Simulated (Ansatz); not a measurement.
Take HgSb₂O₆ (space group P-31m, No. 162; a cell from a computed database, its experimental status unchecked) as the base.

```
HgSb2O6
1.0
    5.30884     0.00000     0.00000
   -2.65442     4.59759     0.00000
    0.00000     0.00000     4.89756
Hg Sb O
1 2 6
Cartesian
  0.00000   0.00000   0.00000
  0.00000   3.06506   2.44878
  2.65442   1.53253   2.44878
 -1.67138   2.89491   3.54273
 -0.98304   1.70268   1.35483
  0.98304   1.70268   3.54273
  1.67138   2.89491   1.35483
  3.34275   0.00000   3.54273
  1.96609   0.00000   1.35483
```

Method: plane-wave PAW DFT at the PBEsol level (Ansatz, a quantum-chemistry and plane-wave program, 420 eV), no spin-orbit coupling, earlier PAW set.

Base values:

| Property | Value |
|---|---|
| Lattice parameter a | 5.309 Å |
| c/a ratio | 0.923 |

Modification: a hydrostatic pressure of 60 GPa.

How does this affect the lattice parameter a and c/a ratio?

The lattice parameter a shrinks by 0.192 Å (5.309 Å → 5.117 Å); the c/a ratio shrinks by 0.145, from 0.923 to 0.778.

Load acts through the strain it causes; cell and atoms are relaxed under it. No phonon test of stability was made. No other phases were tried under pressure.
